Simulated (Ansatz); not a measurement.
## Amorphous Si$_{24}$O$_{51}$Sc$_{2}$

A CHGNet melt-quench gave the starting glass, which DFT then relaxed. O atoms were pushed apart under 1.9 Å during the dynamics, to hinder bonds among them. The hot cell started wider than the set density and was brought back towards it in steps. It is the lowest in DFT energy of 2 quenches. It is a model cell: composition and starting density were chosen by hand, and all elements were melted together. No dispersion term was used.

Methods: PBE, scalar-relativistic without spin-orbit coupling (Ansatz, a first-principles code); r2SCAN, scalar-relativistic without spin-orbit coupling (Ansatz); HSE06, scalar-relativistic without spin-orbit coupling (Ansatz). Geometry, pressure, stress and energy are those of the PBE run. Its sampling: a 2×2×2 Γ-centred mesh; Fermi-Dirac width 0.02 eV; no spin polarisation. Other functionals are single points at the zone centre (r2SCAN at 500 eV; exact exchange cut at the cell's faces), free to take moments where seeds were set. At PBE the levels at both edges of the gap are localised (band-tail or defect states), and the nearest spread-out levels lie 5.3 eV apart at the zone centre.

| Property | Result |
|---|---|
| Number of atoms in the cell | 77 |
| Density (held, not predicted) | 2.28 g/cm³ |
| Volume per atom | 14.96 Å³ |
| Pressure on a 2×2×2 Γ-centred mesh | -0.68 GPa |
| Largest force and stress component on that mesh (the relaxation ran on the zone centre alone) | 0.03 eV/Å and 0.7 GPa |
| Gap between localised states on a 2×2×2 Γ-centred mesh (PBE) | 3.57 eV |
| Gap between localised states at the zone centre (PBE) | 3.57 eV |
| Gap between localised states at the zone centre (r2SCAN) | 4.07 eV |
| Gap between localised states at the zone centre (HSE06) | 5.42 eV |

Bonds are counted up to Si-Si 2.60 Å, Si-O 1.90 Å, Si-Sc 2.93 Å, O-O 1.58 Å, O-Sc 2.60 Å, Sc-Sc 3.41 Å. Two cations that share two anions don't count as bonded, nor two that share one unless they lie closer than Si-Si 2.38 Å, Si-Sc 2.85 Å, Sc-Sc 3.32 Å.

```yaml
Mean coordination of Si by anions: 4.00 (24 with 4)
Mean coordination of O: 2.06 (48 with 2, 3 with 3)
Mean coordination of Sc by anions: 4.50 (1 with 4, 1 with 5)
Mean Si-O bond: 1.639 Å (spread 0.018 Å, 96 counted)
Mean O-Sc bond: 2.129 Å (spread 0.218 Å, 9 counted)
```

Its density started from a set value of 2.28 g/cm³. The quench (nominally 320 K/ps over its main leg) was far faster than any real one, so the model tends to hold more defects than a real film. One small periodic cell is one sample of the glass; other quenches scatter about these values. The volume was held where the preparation left it and the shape relaxed, at a PBE pressure of -0.7 GPa (tension). Stress components on the final sampling reach 0.7 GPa.
